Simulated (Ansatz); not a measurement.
Adsorption energy and surface dipole of F on the 1x1 (110) surface of 3C silicon carbide (cut with top plane C + Si), one in a 1x1 cell, started at the site 'hollow Si', worked from the runs' numbers; total energies count from the potentials' own zero.

Host crystal: 3C silicon carbide, with a band gap (PBE, scalar-relativistic without spin-orbit coupling).

Computed with PBE (plane waves to 420 eV, PAW; Ansatz, a program for electronic structure).

Model: 13-atom slab, 7.7 Å thick at the start under the adsorbate (thin: gaps and levels are the slab's own), 6x6x1 mesh, Fermi-Dirac 0.01 eV, dipole correction, 6 atoms held, the rest relaxed; start symmetry kept, larger cells not searched; spin-polarised, ending with about 1.0 μB a cell; orders that need a larger cell were not tried, no spin-orbit, no U, no dispersion correction. At the end it is bonded to Si. In PBE it is, or lies within 0.03 eV of, the lowest of the starts that converged.

```tsv
quantity	value
slab with the adsorbate	-6127.955 eV
clean slab, same cell and mesh	-5318.044 eV
reference, ½ F2(g)	-805.593 eV
area of the cell	13.57 Å²
change of the step from the bottom to the top vacuum level	1.080 eV
```

What is the adsorption energy against this reference?

E(slab + adsorbate) − E(slab) − E(reference) = -4.32 eV, so in this state the adsorbate is more stable than in the reference, at a coverage of 7.37 a nm².

What dipole does adsorption add to the slab along the outward normal (Helmholtz relation, ε₀ = 0.005526 e/(V·Å))?

p = −ε₀·A·ΔV = -0.081 e·Å = -0.39 D; its negative end points to the vacuum, which raises the vacuum level.
